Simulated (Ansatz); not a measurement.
B20 (FeSi-type) CoSi was calculated with PBE (Ansatz, a program for electronic structure, PAW).

Settings: plane-wave cutoff 500 eV, 10×10×10 k mesh, Fermi–Dirac smearing 0.05 eV, no spin polarisation, scalar-relativistic PAW data made under PBE.

Computed at the level's own relaxed cell.

Q: Predict the volume per atom and lattice parameter a.

A: 
- volume per atom = 10.87 Å³/atom
- lattice parameter a = 4.431 Å

Measured, for comparison: equilibrium volume per atom 10.97 Å³/atom, lattice constant a 4.444 Å (temperature not stated, no zero-point or thermal correction; as tabulated in Wikipedia's data pages). Computed (rounded) less measured: equilibrium volume per atom -0.9 %, lattice constant a -0.3 %. A static lattice is as a rule a little smaller and stiffer than an uncorrected measurement, which narrows the difference in the equilibrium volume per atom and would widen misses of the other sign.

Computed values are for the static lattice.
